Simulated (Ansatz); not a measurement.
**Hypothetical I4/mmm Ge: pressure series**

Consider Ge (space group I4/mmm, No. 139; a hypothetical phase, not in the database extracts checked).

```yaml
crystal:
  lattice:
    - [-3.47410, 3.47410, 2.00559]
    - [3.47410, -3.47410, 2.00559]
    - [3.47410, 3.47410, -2.00559]
  atoms:
    - { symbol: Ge, position: [0.17862, 0.17862, 0.35725] }
    - { symbol: Ge, position: [0.17862, 0.82138, 0.00000] }
    - { symbol: Ge, position: [0.82138, 0.17862, 0.00000] }
    - { symbol: Ge, position: [0.82138, 0.82138, 0.64275] }
```

Cell and atoms are relaxed at each pressure.

The values are results of DFT with PBEsol, PAW potentials and a 420 eV plane-wave cutoff in Ansatz (a quantum-chemistry and plane-wave program), without spin-orbit coupling, not measurements.

Notes on the quantities. enthalpy: H = E + PV relative to the base's energy.

```tsv
variant	volume per atom	enthalpy
base	24.21 Å³	–
pressure −2 GPa	25.08 Å³	-0.31 eV/atom
pressure −1 GPa	24.62 Å³	-0.15 eV/atom
pressure 0.3 GPa	24.09 Å³	+0.05 eV/atom
pressure 0.7 GPa	23.94 Å³	+0.11 eV/atom
pressure 1.5 GPa	23.65 Å³	+0.22 eV/atom
pressure 3 GPa	23.16 Å³	+0.44 eV/atom
pressure 5 GPa	22.58 Å³	+0.73 eV/atom
pressure 7.5 GPa	21.96 Å³	+1.08 eV/atom
pressure 10 GPa	21.41 Å³	+1.41 eV/atom
```

Load acts through the strain it causes; cell and atoms are relaxed under it. Whether these cells are dynamically stable was not tested. Competing high-pressure phases were not computed.
